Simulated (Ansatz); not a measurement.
The (21-31) surface of hcp Cd in its 1x1 cell, outermost plane spacing 0.16 Å in the ideal cut

These are r2SCAN, at the PBE geometry (plane waves to 500 eV, PAW; Ansatz, a quantum-chemistry and plane-wave program) values and carry that method's errors.

Slab: 22 atoms, 10.0 Å thick at the start (thin: gaps and levels are the slab's own); k 7x6x1, smearing 0.1 eV, dipole-corrected; single point; on the structure that PBE left under its start's symmetry; no spin, no spin-orbit, no U.

surface energy (mean of both faces): 0.62 J/m^2
work function of the top face: 3.99 eV
cost: very roughly 30 core-minutes
